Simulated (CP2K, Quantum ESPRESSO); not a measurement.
A Quantum ESPRESSO input for a self-consistent single point of ZnGa₂Te₄ (P1, 7 atoms in the cell) (DFT, LDA (PZ), plane waves, GBRV 1.5 ultrasoft (LDA) pseudopotentials):

```fortran
&CONTROL
   calculation = 'scf'
   prefix = 'run'
   outdir = './work'
   pseudo_dir = './'
   tprnfor = .true.
   tstress = .true.
/
&SYSTEM
   ibrav = 0
   nat = 7
   ntyp = 3
   ecutwfc = 50
   ecutrho = 250
   occupations = 'fixed'
   nbnd = 45
/
&ELECTRONS
   conv_thr = 1e-10
   mixing_beta = 0.4
/
ATOMIC_SPECIES
Zn    65.3800  zn_lda_v1.uspp.F.UPF
Ga    69.7230  ga_lda_v1.4.uspp.F.UPF
Te   127.6000  te_lda_v1.uspp.F.UPF
ATOMIC_POSITIONS {bohr}
Zn   -0.0752234316    0.0509567177    0.0345487392
Ga   -0.0107413740   -0.0451971772   11.1427281826
Ga    5.6961461432    0.0897575364    5.4856179645
Te    2.9968320851   -2.6459171436   14.1312388142
Te    3.0016843008    2.7725425021   -2.8403376594
Te    2.7483039660    8.2538949779    2.9209774558
Te    2.5496674441    2.7950847351    8.2327790598
K_POINTS {automatic}
3 3 3  0 0 0
CELL_PARAMETERS {bohr}
  -5.6355582564     5.6355582564    11.1735896372
   5.6355582564    -5.6355582564    11.1735896372
   5.6355582564     5.6355582564   -11.1735896372
```

Question: Translate this input to CP2K.

Answer: This is the input that was run; spellings and numerical settings could be chosen otherwise.

```
&GLOBAL
  PROJECT zn(gate2)2
  RUN_TYPE ENERGY_FORCE
  PRINT_LEVEL MEDIUM
&END GLOBAL
&FORCE_EVAL
  METHOD Quickstep
  STRESS_TENSOR ANALYTICAL
  &DFT
    BASIS_SET_FILE_NAME BASIS_MOLOPT
    POTENTIAL_FILE_NAME GTH_POTENTIALS
    &QS
      METHOD GPW
      EPS_DEFAULT 1E-11
    &END QS
    &MGRID
      CUTOFF 600
      REL_CUTOFF 50
      NGRIDS 5
    &END MGRID
    &SCF
      SCF_GUESS ATOMIC
      EPS_SCF 1E-7
      MAX_SCF 100
      ADDED_MOS 11
      &DIAGONALIZATION
        ALGORITHM STANDARD
      &END DIAGONALIZATION
      &MIXING
        METHOD BROYDEN_MIXING
        ALPHA 0.4
        NBUFFER 10
        BETA 1.5
      &END MIXING
    &END SCF
    &KPOINTS
      SCHEME MONKHORST-PACK 3 3 3
    &END KPOINTS
    &XC
      &XC_FUNCTIONAL PADE
      &END XC_FUNCTIONAL
    &END XC
    &PRINT
      &MO
        EIGENVALUES T
        OCCUPATION_NUMBERS T
        NDIGITS 8
        FILENAME mo
        &EACH
          QS_SCF 0
        &END EACH
        ADD_LAST NUMERIC
      &END MO
      &MULLIKEN ON
      &END MULLIKEN
    &END PRINT
  &END DFT
  &SUBSYS
    &CELL
      A 7.26281300 0.00000000 0.00000000
      B 2.36467200 6.86707900 0.00000000
      C -4.81374200 -3.43354000 4.21748000
      PERIODIC XYZ
    &END CELL
    &COORD
      SCALED
      Zn       0.00606700    -0.00512800    -0.00215300
      Ga       0.49460900     0.49766600    -0.00496300
      Ga       0.25343600     0.75084800     0.51333900
      Te       0.39759800     0.89823600     0.03113400
      Te       0.11888600     0.13921600     0.51230300
      Te       0.86301400     0.37454500     0.97614100
      Te       0.61639000     0.59461600     0.47419900
    &END COORD
    &KIND Zn
      BASIS_SET DZVP-MOLOPT-SR-GTH-q12
      POTENTIAL GTH-PADE-q12
    &END KIND
    &KIND Ga
      BASIS_SET DZVP-MOLOPT-SR-GTH-q13
      POTENTIAL GTH-PADE-q13
    &END KIND
    &KIND Te
      BASIS_SET DZVP-MOLOPT-SR-GTH-q6
      POTENTIAL GTH-PADE-q6
    &END KIND
  &END SUBSYS
  &PRINT
    &FORCES ON
    &END FORCES
    &STRESS_TENSOR ON
    &END STRESS_TENSOR
  &END PRINT
&END FORCE_EVAL
```

Basis, cutoffs, solver keys and any potentials are the target program's own. This input uses DFT LDA (Pade form), GPW, DZVP-MOLOPT-SR-GTH basis, GTH-PADE potentials (GTH_POTENTIALS). LDA parametrisations can differ slightly between programs.

The starting cell comes from a database of computed structures (which also holds hypothetical and non-ambient phases and stackings), without a prior relaxation at this level. Its lattice was rescaled by a random factor within 2.5 % of one. For this run, on top of that: atoms moved at random.
